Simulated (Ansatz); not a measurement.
Consider the following.

```xyz
2
Lattice="0.0000 2.6624 2.7600 2.6624 0.0000 2.7600 2.6624 2.6624 0.0000" Properties=species:S:1:pos:R:3 pbc="T T T"
Si     0.0000     0.0000     0.0000
Si     1.3312     1.3312     1.3800
```

Calculation: r2SCAN with spin-orbit coupling, rigid bands (plane waves, PAW; Ansatz, a quantum-chemistry and plane-wave program). Condition of this run: biaxial stress in (001) of 3.6 GPa (compression positive) (the target of the relaxation). Cell: cell and atoms relaxed with PBEsol, then loaded as said.

Predict the hole conductivity mass (n e² τ/σ) at 300 K, by direction if it differs.

0.27 (x), 0.27 (y), 0.28 (z) mₑ.

What conductivity effective mass do dilute electrons have at 300 K?

0.33 (x), 0.33 (y), 0.21 (z) mₑ.

And the band gap?

0.49 eV at this level; semilocal functionals usually fall short of the measured gap.

Rigid bands, one relaxation time for all states, no polarons. Geometry: cell and atoms relaxed with PBEsol.
